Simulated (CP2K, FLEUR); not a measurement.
A FLEUR input for a self-consistent single point of MgGeP2 (P-4m2, 4 atoms in the cell) (DFT, PBEsol, all-electron FLAPW (FLEUR), scalar-relativistic valence):

Input of the input generator:

```
MgGeP2 crystal
&input film=f /
7.2803966623 0.0000000000 0.0000000000
0.0000000000 7.2803966623 0.0000000000
0.0000000000 0.0000000000 11.1627256017
1.0
1.0 1.0 1.0

4
12 0.0000000000 0.0000000000 0.0000000000
32 0.5000000000 0.5000000000 0.5000000000
15 0.0000000000 0.5000000000 0.2692100000
15 0.5000000000 0.0000000000 0.7307900000

&comp jspins=1 /
&exco xctyp='PBEs' /
&kpt div1=6 div2=6 div3=4 gamma=t /
&end /
```

```xml
<?xml version="1.0" encoding="UTF-8" standalone="no"?>
<fleurInput fleurInputVersion="0.39">
   <comment>
      MgGeP2 crystal                                                                                      
   </comment>
   <calculationSetup>
      <cutoffs Kmax="4.0" Gmax="12.0" GmaxXC="12.0" numbands="0"/>
      <scfLoop itmax="80" minDistance="0.00001" maxIterBroyd="40" imix="Anderson" alpha="0.05" precondParam="0.0" spinf="2.0"/>
      <coreElectrons ctail="T" frcor="F" kcrel="0" coretail_lmax="0"/>
      <xcFunctional name="PBEs" relativisticCorrections="F"/>
      <magnetism jspins="1"/>
      <soc l_soc="F" theta="0.0" phi="0.0" spav="F"/>
      <expertModes spex="0" secvar="F"/>
      <geometryOptimization l_f="T" forcealpha="1.0" forcemix="BFGS" epsdisp="0.00001" epsforce="0.00001"/>
      <ldaU l_linMix="F" mixParam="0.05" spinf="1.0"/>
   </calculationSetup>
   <cell>
      <bzIntegration valenceElectrons="34.0" mode="hist" fermiSmearingEnergy="0.00183747">
         <kPointListSelection listName="default-1"/>
         <!-- k-points included here -->
         <xi:include xmlns:xi="http://www.w3.org/2001/XInclude" href="kpts.xml"> </xi:include>
      </bzIntegration>
      <!-- symmetry operations included here -->
      <xi:include xmlns:xi="http://www.w3.org/2001/XInclude" href="sym.xml"> </xi:include>
      <bulkLattice scale="1.0">
         <bravaisMatrix>
            <row-1>    7.2803966623000003     0.0000000000000000     0.0000000000000000</row-1>
            <row-2>    0.0000000000000000     7.2803966623000003     0.0000000000000000</row-2>
            <row-3>    0.0000000000000000     0.0000000000000000    11.1627256017000001</row-3>
         </bravaisMatrix>
      </bulkLattice>
   </cell>
   <atomSpecies>
      <species name="Magnesium (Mg)" element="Mg" atomicNumber="12">
         <mtSphere radius="2.68" gridPoints="925" logIncrement="0.013"/>
         <atomicCutoffs lmax="10" lnonsphr="8"/>
         <electronConfig flipSpins="F">
            <coreConfig>(1s1/2)</coreConfig>
            <valenceConfig>(2s1/2) (2p1/2) (2p3/2) (3s1/2)</valenceConfig>
         </electronConfig>
         <energyParameters s="3" p="3" d="3" f="4"/>
         <lo type="SCLO" l="0" n="2" eDeriv="0"/>
         <lo type="SCLO" l="1" n="2" eDeriv="0"/>
      </species>
      <species name="Germanium (Ge)" element="Ge" atomicNumber="32">
         <mtSphere radius="2.52" gridPoints="869" logIncrement="0.014"/>
         <atomicCutoffs lmax="10" lnonsphr="8"/>
         <electronConfig flipSpins="F">
            <coreConfig>(1s1/2) (2s1/2) (2p1/2) (2p3/2) (3s1/2) (3p1/2) (3p3/2)</coreConfig>
            <valenceConfig>(4s1/2) (3d3/2) (3d5/2) (4p1/2) (4p3/2)</valenceConfig>
            <stateOccupation state="(4p1/2)" spinUp="0.3333333333333" spinDown="0.3333333333333"/>
            <stateOccupation state="(4p3/2)" spinUp="0.6666666666667" spinDown="0.6666666666667"/>
         </electronConfig>
         <energyParameters s="4" p="4" d="3" f="4"/>
         <lo type="HELO" l="2" n="4" eDeriv="0"/>
      </species>
      <species name="Phosphorous (P)" element="P" atomicNumber="15">
         <mtSphere radius="1.65" gridPoints="569" logIncrement="0.02"/>
         <atomicCutoffs lmax="6" lnonsphr="4"/>
         <electronConfig flipSpins="F">
            <coreConfig>(1s1/2) (2s1/2) (2p1/2) (2p3/2)</coreConfig>
            <valenceConfig>(3s1/2) (3p1/2) (3p3/2)</valenceConfig>
            <stateOccupation state="(3p1/2)" spinUp="0.5" spinDown="0.5"/>
            <stateOccupation state="(3p3/2)" spinUp="1.0" spinDown="1.0"/>
         </electronConfig>
         <energyParameters s="3" p="3" d="3" f="4"/>
      </species>
   </atomSpecies>
   <atomGroups>
      <atomGroup species="Magnesium (Mg)">
         <relPos label="                   1">.0000000000 .0000000000 .0000000000</relPos>
         <force calculate="T" relaxXYZ="TTT"/>
      </atomGroup>
      <atomGroup species="Germanium (Ge)">
         <relPos label="                   2">1.000/2.000 1.000/2.000 1.000/2.000</relPos>
         <force calculate="T" relaxXYZ="TTT"/>
      </atomGroup>
      <atomGroup species="Phosphorous (P)">
         <relPos label="                   3">.0000000000 1.000/2.000 .2692100000</relPos>
         <relPos label="                   4">1.000/2.000 .0000000000 -.2692100000</relPos>
         <force calculate="T" relaxXYZ="TTT"/>
      </atomGroup>
   </atomGroups>
   <output dos="F" band="F" slice="F">
      <checks vchk="F" cdinf="F"/>
      <bandDOS minEnergy="-.5*Htr" maxEnergy="0.5*Htr" sigma="0.015" storeEVData="T"/>
      <vacuumDOS vacdos="F" integ="F" star="F" nstars="0" locx1="0.0" locy1="0.0" locx2="0.0" locy2="0.0" nstm="0" tworkf="0.0"/>
      <unfoldingBand unfoldBand="F" supercellX="1" supercellY="1" supercellZ="1"/>
      <plotting iplot="0" polar="F">
         <plot TwoD="T" vec1="  1.0  0.0  0.0" vec2="  0.0  1.0  0.0" vec3="  0.0  0.0  1.0" zero="  0.0  0.0  0.0" file="plot"/>
      </plotting>
      <chargeDensitySlicing numkpt="0" minEigenval="0.0" maxEigenval="0.0" nnne="0" pallst="F"/>
      <specialOutput eonly="F"/>
      <magneticCircularDichroism mcd="F" energyLo="-10.0" energyUp="0.0"/>
   </output>
  <!-- We include the file relax.xml here to enable relaxations (see documentation) -->
  <xi:include xmlns:xi="http://www.w3.org/2001/XInclude" href="relax.xml"> <xi:fallback/> </xi:include>
</fleurInput>
```

### Question
Write the same calculation as an input for CP2K.

### Answer
This is the input that was run; spellings and numerical settings could be chosen otherwise.

```
&GLOBAL
  PROJECT run
  RUN_TYPE ENERGY_FORCE
  PRINT_LEVEL MEDIUM
&END GLOBAL
&FORCE_EVAL
  METHOD Quickstep
  STRESS_TENSOR ANALYTICAL
  &DFT
    BASIS_SET_FILE_NAME BASIS_MOLOPT
    POTENTIAL_FILE_NAME GTH_POTENTIALS
    &QS
      METHOD GPW
      EPS_DEFAULT 1E-10
    &END QS
    &MGRID
      CUTOFF 1000
      REL_CUTOFF 50
      NGRIDS 5
    &END MGRID
    &SCF
      SCF_GUESS ATOMIC
      EPS_SCF 1E-6
      MAX_SCF 100
      ADDED_MOS 5
      &DIAGONALIZATION
        ALGORITHM STANDARD
      &END DIAGONALIZATION
      &MIXING
        METHOD BROYDEN_MIXING
        ALPHA 0.2
        NBUFFER 8
        BETA 1.5
      &END MIXING
      &SMEAR ON
        METHOD FERMI_DIRAC
        ELECTRONIC_TEMPERATURE [K] 580.23
      &END SMEAR
    &END SCF
    &KPOINTS
      SCHEME MONKHORST-PACK 6 6 4
      GAMMA_CENTERED T
    &END KPOINTS
    &XC
      &XC_FUNCTIONAL
        &PBE
          PARAMETRIZATION PBESOL
        &END PBE
      &END XC_FUNCTIONAL
    &END XC
    &PRINT
      &MO
        EIGENVALUES T
        OCCUPATION_NUMBERS T
        NDIGITS 8
        FILENAME mo
        &EACH
          QS_SCF 0
        &END EACH
        ADD_LAST NUMERIC
      &END MO
      &MULLIKEN ON
      &END MULLIKEN
    &END PRINT
  &END DFT
  &SUBSYS
    &CELL
      ABC 3.85262000 3.85262000 5.90706000
      ALPHA_BETA_GAMMA 90.00000000 90.00000000 90.00000000
      PERIODIC XYZ
    &END CELL
    &COORD
      Mg       0.00000000     0.00000000     0.00000000
      Ge       1.92631000     1.92631000     2.95353000
      P        0.00000000     1.92631000     1.59023962
      P        1.92631000     0.00000000     4.31682038
    &END COORD
    &KIND Mg
      BASIS_SET DZVP-MOLOPT-SR-GTH-q10
      POTENTIAL GTH-PBE-q10
    &END KIND
    &KIND Ge
      BASIS_SET DZVP-MOLOPT-SR-GTH-q4
      POTENTIAL GTH-PBE-q4
    &END KIND
    &KIND P
      BASIS_SET DZVP-MOLOPT-SR-GTH-q5
      POTENTIAL GTH-PBE-q5
    &END KIND
  &END SUBSYS
  &PRINT
    &FORCES ON
    &END FORCES
    &STRESS_TENSOR ON
    &END STRESS_TENSOR
  &END PRINT
&END FORCE_EVAL
```

Basis settings and potentials, where a program has them, do not carry over. This input uses DFT PBEsol, GPW, DZVP-MOLOPT-SR-GTH basis, GTH-PBE potentials (GTH_POTENTIALS).

The starting cell comes from a database of computed structures (which also holds hypothetical and non-ambient phases and stackings), without a prior relaxation at this level.
